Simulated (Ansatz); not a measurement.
# TiO2, pressure series

Take TiO2 in the anatase structure (space group I4_1/amd, No. 141; a = 3.7984 Å, c = 9.7038 Å) as the base.

Cell and atoms are relaxed at each pressure.

All numbers come from PBE (Ansatz, a program for electronic structure, PAW, no spin-orbit coupling), earlier PAW set.

| variant | smallest direct gap | volume per atom | c/a ratio |
|---|---|---|---|
| base | 2.43 eV | 11.67 Å³ | 2.555 |
| pressure −2 GPa | 2.42 eV | 11.80 Å³ | 2.569 |
| pressure −1 GPa | 2.42 eV | 11.74 Å³ | 2.562 |
| pressure 0.3 GPa | 2.44 eV | 11.65 Å³ | 2.553 |
| pressure 0.7 GPa | 2.44 eV | 11.62 Å³ | 2.550 |
| pressure 1.5 GPa | 2.44 eV | 11.57 Å³ | 2.544 |
| pressure 3 GPa | 2.45 eV | 11.47 Å³ | 2.532 |
| pressure 5 GPa | 2.46 eV | 11.35 Å³ | 2.517 |
| pressure 7.5 GPa | 2.47 eV | 11.20 Å³ | 2.496 |
| pressure 10 GPa | 2.48 eV | 11.05 Å³ | 2.475 |

Load acts through the strain it causes; cell and atoms are relaxed under it. No phonon test of stability was made. No other phases were tried under pressure. The final runs are not spin-polarised.
